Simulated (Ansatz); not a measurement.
Input:

Host crystal: monoclinic HfO2, with a band gap (PBE, scalar-relativistic without spin-orbit coupling).

End structure of OH on the 1x1 (100) surface of monoclinic HfO2 (cut with top plane 2 O), one in a 1x1 cell, started at the site 'bridge O-O (span 5.3 Å)':

```yaml
crystal:
  lattice:
    - [5.21201, 0.00000, 0.00000]
    - [0.00000, 5.35246, 0.00000]
    - [0.00000, 0.00000, 28.50000]
  atoms:
    - { symbol: O, position: [0.18629, 0.86339, 0.33630] }
    - { symbol: O, position: [0.31371, 0.36339, 0.33630] }
    - { symbol: Hf, position: [0.07292, 0.16028, 0.37287] }
    - { symbol: Hf, position: [0.42708, 0.66028, 0.37287] }
    - { symbol: O, position: [0.73895, 0.90072, 0.39944] }
    - { symbol: O, position: [0.76105, 0.40072, 0.39944] }
    - { symbol: O, position: [0.24321, 0.43921, 0.42373] }
    - { symbol: O, position: [0.25679, 0.93921, 0.42373] }
    - { symbol: Hf, position: [0.55357, 0.17504, 0.45058] }
    - { symbol: Hf, position: [0.94643, 0.67504, 0.45058] }
    - { symbol: O, position: [0.66702, 0.50181, 0.48738] }
    - { symbol: O, position: [0.83298, 0.00181, 0.48738] }
    - { symbol: O, position: [0.16509, 0.67101, 0.51188] }
    - { symbol: O, position: [0.33336, 0.17323, 0.51257] }
    - { symbol: Hf, position: [0.05167, 0.99841, 0.54951] }
    - { symbol: Hf, position: [0.45368, 0.49929, 0.54947] }
    - { symbol: O, position: [0.74029, 0.74356, 0.58014] }
    - { symbol: O, position: [0.76432, 0.24809, 0.57704] }
    - { symbol: O, position: [0.25493, 0.26866, 0.60110] }
    - { symbol: O, position: [0.25553, 0.76391, 0.59762] }
    - { symbol: Hf, position: [0.55559, 0.00519, 0.63528] }
    - { symbol: Hf, position: [0.94964, 0.50305, 0.62457] }
    - { symbol: O, position: [0.74154, 0.28803, 0.66719] }
    - { symbol: O, position: [0.81579, 0.77701, 0.66998] }
    - { symbol: O, position: [0.30370, 0.92688, 0.68602] }
    - { symbol: H, position: [0.29780, 0.97388, 0.71878] }
```

Model: 26-atom slab, 9.3 Å thick at the start under the adsorbate (thin: gaps and levels are the slab's own), 4x4x1 mesh, Fermi-Dirac 0.01 eV, dipole correction, 12 atoms held, the rest relaxed; no symmetry held; spin-polarised, ending with about 1.0 μB a cell, a value that depends on the mesh; orders that need a larger cell were not tried, no spin-orbit, no U, no dispersion correction. The slab shows no gap over 0.04 eV on its mesh. At the end it is bonded to Hf. In PBE it is, or lies within 0.03 eV of, the lowest of the starts that converged.

A negative adsorption energy means that the adsorbate is more stable on the surface than in its reference.

Question: Predict the change of the step from the bottom to the top vacuum level, against the clean slab from PBE (Ansatz, a program for electronic structure).

Answer: -0.39 eV

Question: Predict the work function of the top face from PBE.

Answer: 6.84 eV

Question: Predict the adsorption energy against H2O(g) − ½ H2(g) from PBE.

Answer: 1.39 eV
